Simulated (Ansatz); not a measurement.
Ti₂C (R-3m, No. 166, 3 atoms in the cell; start mp-1217106), treated with LDA (plane waves, PAW; Ansatz, a quantum-chemistry and plane-wave program).

Run with plane-wave cutoff 520 eV, 20×20×20 k mesh, Fermi–Dirac smearing 0.05 eV, no spin polarisation, scalar-relativistic PAW data made under PBE.

Cell (relaxed at this level):

```
Ti2C
1.0
    1.51351     0.87383     4.72202
   -1.51351     0.87383     4.72202
    0.00000    -1.74765     4.72202
Ti C
2 1
Direct
  0.24627   0.24627   0.24627
  0.75373   0.75373   0.75373
  0.50000   0.50000   0.50000
```

Problem. Estimate the bulk modulus that the calculation returns.

Solution. 
bulk modulus: 150 GPa

Note: the run has no spin polarisation, so it can have missed a magnetic state; the bulk modulus is −V dP/dV from two relaxed cells at ±2 % in volume; the relaxation could not lower the start's symmetry, so the cell can be a saddle point above a distorted one.

A start named mp-… is a Materials Project structure, which need not be a measured phase.
